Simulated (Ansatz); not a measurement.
The reference is CdSe in the wurtzite structure (space group P6_3mc, No. 186; a = 4.3827 Å, c = 7.1545 Å).

Now apply this change: hydrostatic tension (pressure −1 GPa).

Levels (all Ansatz, a program for electronic structure, PAW): PBE (420 eV, no spin-orbit coupling); r2SCAN (500 eV, no spin-orbit coupling); HSE06 (420 eV, no spin-orbit coupling); PBE+SOC (420 eV, with spin-orbit coupling).

One geometry, relaxed with PBE, under each level:

The valence-band top lists the three highest levels at Γ (Kramers pairs under SOC), from the VBM.

```tsv
level	band gap	lowest conduction level above the VBM at special points	valence-band top at Γ	electron mass	pressure
PBE	0.49 eV	Γ 0.49 eV; A 2.21 eV; L 2.88 eV; M 3.04 eV	0.00, 0.00, -0.04 eV	0.053 mₑ (at Γ)	-1.02 GPa
r2SCAN	0.97 eV	Γ 0.97 eV; A 2.66 eV; L 3.29 eV; M 3.50 eV	–	0.087 mₑ along c, 0.093 mₑ across (at Γ)	-2.47 GPa
HSE06	(withheld)	(withheld)	–	–	–
PBE+SOC	0.37 eV	Γ 0.37 eV; A 2.09 eV; L 2.76 eV; M 2.91 eV	0.00, -0.02, -0.38 eV	0.049 mₑ (at Γ)	-1.04 GPa
```

### Question
Give the withheld HSE06 results.

### Answer

- HSE06, band gap: 1.40 eV
- HSE06, lowest conduction level above the VBM at special points: Γ 1.40 eV; A 3.15 eV; L 3.80 eV

Single points use the geometry relaxed with PBE. Their cutoffs differ, which shifts pressures a little. The spin-orbit shifts are approximate. Load acts through the strain it causes; cell and atoms are relaxed under it. Effective masses come from finite differences of ±0.01 Å⁻¹. Stability against distortions was not tested.
